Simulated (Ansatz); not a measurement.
## Al2Cu: Cu on a Al site (antisite), symmetric start

Start from a 24-atom supercell of Al$_{2}$Cu (space group I4/mcm, No. 140; a = 6.059 Å, c = 4.874 Å) at its relaxed geometry.

One thing is altered: a neutral Cu on a Al site (antisite), symmetric start, atoms relaxed at fixed cell.

The values are results of PBE/PAW in Ansatz (a quantum-chemistry and plane-wave program), without spin-orbit coupling, earlier PAW set, not measurements. Γ-centred 6×6×6 mesh, Fermi–Dirac width 0.05 eV.

- Pressure: -1.2 GPa (base 0.0 GPa)
- Largest displacement of a host atom from its site in the perfect cell: 0.12 Å
- Mean distance from the defect site to its nearest host atoms: 2.62 Å (base 2.59 Å)

Final structure:

```
CELL_PARAMETERS angstrom
     -6.05941     0.00000     4.87395
      0.00000    -6.05941     4.87395
      6.05941     0.00000     4.87395
ATOMIC_POSITIONS crystal
  Cu 0.25000 0.34015 0.40985
  Al 0.00139 0.84721 0.65417
  Al 0.75000 0.33541 0.91459
  Al 0.49861 0.84721 0.15140
  Al 0.33941 0.65525 0.49969
  Al 0.09063 0.16260 0.74677
  Al 0.84506 0.65525 0.00534
  Al 0.59124 0.15887 0.24989
  Al 0.90876 0.84135 0.24989
  Al 0.65494 0.33973 0.49969
  Al 0.40937 0.84386 0.74677
  Al 0.16059 0.33973 0.00534
  Al 0.00928 0.16747 0.34180
  Al 0.75000 0.65322 0.59678
  Al 0.49072 0.16747 0.82325
  Al 0.25000 0.64650 0.10350
  Cu 0.12646 0.99838 0.12521
  Cu 0.86972 0.50536 0.37536
  Cu 0.63028 0.99436 0.62492
  Cu 0.37354 0.50124 0.87516
  Cu 0.38072 0.99436 0.37536
  Cu 0.11928 0.50536 0.62492
  Cu 0.87640 0.99838 0.87516
  Cu 0.62360 0.50124 0.12521
```

In so small a cell the defect repeats every few ångströms: this is an ordered compound, not a dilute defect. The defect started on the symmetric site and kept its symmetry, so it may sit on a saddle. All final runs are without spin polarisation. The defect cell is not spin-polarised.
